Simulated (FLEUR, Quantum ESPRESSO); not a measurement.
A FLEUR input for a self-consistent single point of SrAg3Pd2 (P6/mmm, 6 atoms in the cell) (DFT, PBEsol, all-electron FLAPW (FLEUR), scalar-relativistic valence):

Input of the input generator:

```
SrAg3Pd2 crystal
&input film=f /
5.5485798644 0.0000000315 0.0000000000
-2.7742899594 4.8052111017 0.0000000000
0.0000000000 0.0000000000 4.5561600000
1.8897261246
1.0 1.0 1.0

6
38 0.0000000000 0.0000000000 -0.0000000000
47 0.5000000000 0.0000000000 0.5000000000
47 0.5000000000 0.5000000000 0.5000000000
47 0.0000000000 0.5000000000 0.5000000000
46 0.3333333333 0.6666666667 -0.0000000000
46 0.6666666667 0.3333333333 -0.0000000000

&comp jspins=1 /
&exco xctyp='PBEs' /
&kpt div1=6 div2=6 div3=6 gamma=t /
&end /
```

```xml
<?xml version="1.0" encoding="UTF-8" standalone="no"?>
<fleurInput fleurInputVersion="0.39">
   <comment>
      SrAg3Pd2 crystal                                                                                    
   </comment>
   <calculationSetup>
      <cutoffs Kmax="4.1" Gmax="16.4" GmaxXC="16.4" numbands="0"/>
      <scfLoop itmax="80" minDistance="0.00001" maxIterBroyd="99" imix="Anderson" alpha="0.05" precondParam="0.0" spinf="2.0"/>
      <coreElectrons ctail="T" frcor="F" kcrel="0" coretail_lmax="0"/>
      <xcFunctional name="PBEs" relativisticCorrections="F"/>
      <magnetism jspins="1"/>
      <soc l_soc="F" theta="0.0" phi="0.0" spav="F"/>
      <expertModes spex="0" secvar="F"/>
      <geometryOptimization l_f="T" forcealpha="1.0" forcemix="BFGS" epsdisp="0.00001" epsforce="0.00001"/>
      <ldaU l_linMix="F" mixParam="0.05" spinf="1.0"/>
   </calculationSetup>
   <cell>
      <bzIntegration valenceElectrons="93.0" mode="gauss" fermiSmearingEnergy="0.00734986">
         <kPointListSelection listName="default-1"/>
         <!-- k-points included here -->
         <xi:include xmlns:xi="http://www.w3.org/2001/XInclude" href="kpts.xml"> </xi:include>
      </bzIntegration>
      <!-- symmetry operations included here -->
      <xi:include xmlns:xi="http://www.w3.org/2001/XInclude" href="sym.xml"> </xi:include>
      <bulkLattice scale="1.0">
         <bravaisMatrix>
            <row-1>   10.4852963241862049     0.0000000595263729     0.0000000000000000</row-1>
            <row-2>   -5.2426482134936530     9.0805329531004375     0.0000000000000000</row-2>
            <row-3>    0.0000000000000000     0.0000000000000000     8.6098945798575350</row-3>
         </bravaisMatrix>
      </bulkLattice>
   </cell>
   <atomSpecies>
      <species name="Strontium (Sr)" element="Sr" atomicNumber="38">
         <mtSphere radius="2.63" gridPoints="925" logIncrement="0.014"/>
         <atomicCutoffs lmax="10" lnonsphr="8"/>
         <electronConfig flipSpins="F">
            <coreConfig>(1s1/2) (2s1/2) (2p1/2) (2p3/2) (3s1/2) (3p1/2) (3p3/2) (3d3/2) (3d5/2)</coreConfig>
            <valenceConfig>(4s1/2) (4p1/2) (4p3/2) (5s1/2)</valenceConfig>
         </electronConfig>
         <energyParameters s="5" p="5" d="4" f="4"/>
         <lo type="SCLO" l="0" n="4" eDeriv="0"/>
         <lo type="SCLO" l="1" n="4" eDeriv="0"/>
      </species>
      <species name="Silver (Ag)" element="Ag" atomicNumber="47">
         <mtSphere radius="2.40" gridPoints="847" logIncrement="0.015"/>
         <atomicCutoffs lmax="10" lnonsphr="8"/>
         <electronConfig flipSpins="F">
            <coreConfig>(1s1/2) (2s1/2) (2p1/2) (2p3/2) (3s1/2) (3p1/2) (3p3/2) (4s1/2) (3d3/2) (3d5/2)</coreConfig>
            <valenceConfig>(4p1/2) (4p3/2) (5s1/2) (4d3/2) (4d5/2)</valenceConfig>
            <stateOccupation state="(5s1/2)" spinUp="0.5" spinDown="0.5"/>
         </electronConfig>
         <energyParameters s="5" p="5" d="4" f="4"/>
         <lo type="SCLO" l="1" n="4" eDeriv="0"/>
         <lo type="HELO" l="2" n="5" eDeriv="0"/>
      </species>
      <species name="Palladium (Pd)" element="Pd" atomicNumber="46">
         <mtSphere radius="2.42" gridPoints="853" logIncrement="0.015"/>
         <atomicCutoffs lmax="10" lnonsphr="8"/>
         <electronConfig flipSpins="F">
            <coreConfig>(1s1/2) (2s1/2) (2p1/2) (2p3/2) (3s1/2) (3p1/2) (3p3/2) (4s1/2) (3d3/2) (3d5/2)</coreConfig>
            <valenceConfig>(4p1/2) (4p3/2) (5s1/2) (4d3/2) (4d5/2)</valenceConfig>
            <stateOccupation state="(5s1/2)" spinUp="0.5" spinDown="0.5"/>
            <stateOccupation state="(4d3/2)" spinUp="1.8" spinDown="1.8"/>
            <stateOccupation state="(4d5/2)" spinUp="2.7" spinDown="2.7"/>
         </electronConfig>
         <energyParameters s="5" p="5" d="4" f="4"/>
         <lo type="SCLO" l="1" n="4" eDeriv="0"/>
      </species>
   </atomSpecies>
   <atomGroups>
      <atomGroup species="Strontium (Sr)">
         <relPos label="                   1">.0000000000 .0000000000 .0000000000</relPos>
         <force calculate="T" relaxXYZ="TTT"/>
      </atomGroup>
      <atomGroup species="Silver (Ag)">
         <relPos label="                   2">1.000/2.000 .0000000000 1.000/2.000</relPos>
         <relPos label="                   3">1.000/2.000 1.000/2.000 1.000/2.000</relPos>
         <relPos label="                   4">.0000000000 1.000/2.000 1.000/2.000</relPos>
         <force calculate="T" relaxXYZ="TTT"/>
      </atomGroup>
      <atomGroup species="Palladium (Pd)">
         <relPos label="                   5">1.000/3.000 -1.000/3.000 .0000000000</relPos>
         <relPos label="                   6">-1.000/3.000 1.000/3.000 .0000000000</relPos>
         <force calculate="T" relaxXYZ="TTT"/>
      </atomGroup>
   </atomGroups>
   <output dos="F" band="F" slice="F">
      <checks vchk="F" cdinf="F"/>
      <bandDOS minEnergy="-.5*Htr" maxEnergy="0.5*Htr" sigma="0.015" storeEVData="T"/>
      <vacuumDOS vacdos="F" integ="F" star="F" nstars="0" locx1="0.0" locy1="0.0" locx2="0.0" locy2="0.0" nstm="0" tworkf="0.0"/>
      <unfoldingBand unfoldBand="F" supercellX="1" supercellY="1" supercellZ="1"/>
      <plotting iplot="0" polar="F">
         <plot TwoD="T" vec1="  1.0  0.0  0.0" vec2="  0.0  1.0  0.0" vec3="  0.0  0.0  1.0" zero="  0.0  0.0  0.0" file="plot"/>
      </plotting>
      <chargeDensitySlicing numkpt="0" minEigenval="0.0" maxEigenval="0.0" nnne="0" pallst="F"/>
      <specialOutput eonly="F"/>
      <magneticCircularDichroism mcd="F" energyLo="-10.0" energyUp="0.0"/>
   </output>
  <!-- We include the file relax.xml here to enable relaxations (see documentation) -->
  <xi:include xmlns:xi="http://www.w3.org/2001/XInclude" href="relax.xml"> <xi:fallback/> </xi:include>
</fleurInput>
```

**Question.** Give the Quantum ESPRESSO input for the same structure, mesh, smearing and functional.

**Answer.** One input that does it (others would too):

```fortran
&CONTROL
    calculation = 'scf',
    prefix = 'run',
    outdir = './out',
    pseudo_dir = './',
    tprnfor = .true.,
    tstress = .true.,
/
&SYSTEM
    ibrav = 4,
    A = 5.5485798644,
    C = 4.5561600000,
    nat = 6,
    ntyp = 3,
    ecutwfc = 40,
    ecutrho = 320,
    occupations = 'smearing',
    smearing = 'gauss',
    degauss = 0.0147,
/
&ELECTRONS
    conv_thr = 1.0d-10,
/
ATOMIC_SPECIES
Sr    87.6200  sr_pbesol_v1.uspp.F.UPF
Ag   107.8682  ag_pbesol_v1.4.uspp.F.UPF
Pd   106.4200  pd_pbesol_v1.4.uspp.F.UPF
ATOMIC_POSITIONS {crystal}
Sr    0.0000000000    0.0000000000    0.0000000000
Ag    0.5000000000    0.0000000000    0.5000000000
Ag    0.5000000000    0.5000000000    0.5000000000
Ag    0.0000000000    0.5000000000    0.5000000000
Pd    0.3333333333    0.6666666667    0.0000000000
Pd    0.6666666667    0.3333333333    0.0000000000
K_POINTS {automatic}
6 6 6  0 0 0
```

Basis settings and potentials, where a program has them, do not carry over. This input uses DFT, PBEsol, plane waves, GBRV 1.5 ultrasoft (PBESOL) pseudopotentials.

The starting cell comes from a database of computed structures (which also holds hypothetical and non-ambient phases and stackings), without a prior relaxation at this level.
